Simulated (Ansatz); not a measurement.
# A computed series for MoS2: pressure series

Take MoS2 in the 2H-MoS2 type structure (space group P6_3/mmc, No. 194; a = 3.1494 Å, c = 12.0915 Å; layered, stacked along the Cartesian z axis) as the base.

Cell and atoms are relaxed at each pressure.

Computed with Ansatz (a program for electronic structure) PBE-D3(BJ), no SOC, earlier PAW set.

| variant | c/a ratio | hole mass | density | smallest direct gap |
|---|---|---|---|---|
| base | 3.839 | 1.0 mₑ along c, 0.61 mₑ across (at Γ) | 5.12 g/cm³ | 1.70 eV |
| pressure −2 GPa | 4.012 | 0.89 mₑ along c, 0.83 mₑ across (at Γ) | 4.80 g/cm³ | 1.67 eV |
| pressure −1 GPa | 3.897 | 0.97 mₑ along c, 0.69 mₑ across (at Γ) | 5.00 g/cm³ | 1.68 eV |
| pressure 0.9 GPa | (withheld) | (withheld) | (withheld) | (withheld) |
| pressure 2.1 GPa | 3.768 | 1.2 mₑ along c, 0.52 mₑ across (at Γ) | 5.31 g/cm³ | 1.74 eV |
| pressure 4.5 GPa | 3.723 | 1.3 mₑ along c, 0.45 mₑ across (at Γ) | 5.47 g/cm³ | 1.78 eV |
| pressure 9 GPa | 3.676 | 1.5 mₑ along c, 0.37 mₑ across (at Γ) | 5.72 g/cm³ | 1.73 eV |
| pressure 15 GPa | 3.645 | 1.9 mₑ along c, 0.31 mₑ across (at Γ) | 5.98 g/cm³ | 1.46 eV |
| pressure 22.5 GPa | 3.627 | – | 6.27 g/cm³ | – |
| pressure 30 GPa | 3.619 | – | 6.51 g/cm³ | – |

Problem. What belongs in the blanks?

Solution. 
- pressure 0.9 GPa, c/a ratio: 3.803
- pressure 0.9 GPa, hole mass: 1.0 mₑ along c, 0.55 mₑ across (at Γ)
- pressure 0.9 GPa, density: 5.21 g/cm³
- pressure 0.9 GPa, smallest direct gap: 1.72 eV

The mesh was chosen for an insulator and is coarse for the gapless case. Load acts through the strain it causes; cell and atoms are relaxed under it. Effective masses come from finite differences of ±0.01 Å⁻¹. No phonon test of stability was made. No other phases were tried under pressure. All final runs are without spin polarisation.
